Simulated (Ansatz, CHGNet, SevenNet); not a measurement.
## SnTe (model structure, started from the wurtzite type, P6₃mc, No. 186, 4 atoms in the cell): c axis length by level of theory

No measured value is used here.

```tsv
level (code)	value (Å)
CHGNet-r²SCAN	7.008
SevenNet-0	8.390
SevenNet-l3i5	8.361
PBE (Ansatz)	6.508
PBE-D3(BJ) (Ansatz)	6.565
r²SCAN (Ansatz)	6.484
r²SCAN+rVV10 (Ansatz)	6.406
```

CHGNet-r²SCAN, SevenNet-0, SevenNet-l3i5: the cell has another shape than the first-principles one, perhaps another minimum in the same group. PBE-D3(BJ): a distance lies near a switch of the dispersion term, which can move the cell. Cutoffs differ between the levels. Ansatz's density-functional and Hartree–Fock values are scalar-relativistic unless marked +SOC, with PAW data made under PBE.

Machine-learned potentials (CHGNet-r²SCAN, SevenNet-0, SevenNet-l3i5) are trained on DFT data: a solid inside that data is no test of them.

A model structure was made by putting elements into a prototype or built by hand; it is no filed structure, need not be a known phase, and can be a saddle point held by its symmetry.

Ansatz is a quantum-chemistry and plane-wave program.
